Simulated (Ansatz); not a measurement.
**AlN (space group P4_2/mnm, No. 136; a hypothetical phase, not in the database extracts checked)**

Space group P4₂/mnm (No. 136); a = b = 5.3295 Å, c = 3.1219 Å, α = β = γ = 90.00°

```tsv
atom	site	symmetry	x	y	z
Al	4f	m.2m	0.3230	0.3230	0.0000
N	4g	m.2m	0.1846	0.1846	0.5000
```

Level of theory: plane-wave PAW DFT at the PBE level (Ansatz, a program for electronic structure, 420 eV), no spin-orbit coupling. Settings: 6×6×11 k-points, 0.05 eV Fermi–Dirac smearing.

```json
{
 "volume_per_atom": "11.08 Å³",
 "density": "3.07 g/cm³",
 "band_gap": "3.73 eV, indirect, M–Γ (86 % along) → Γ",
 "electron_mass": "0.33 mₑ along c, 0.31 mₑ across",
 "total_energy": "-462.096 eV/atom (σ→0; compares only within this code and set-up)"
}
```

Masses are band curvatures over ±0.01 Å⁻¹ around the edge. Whether these cells are dynamically stable was not tested.
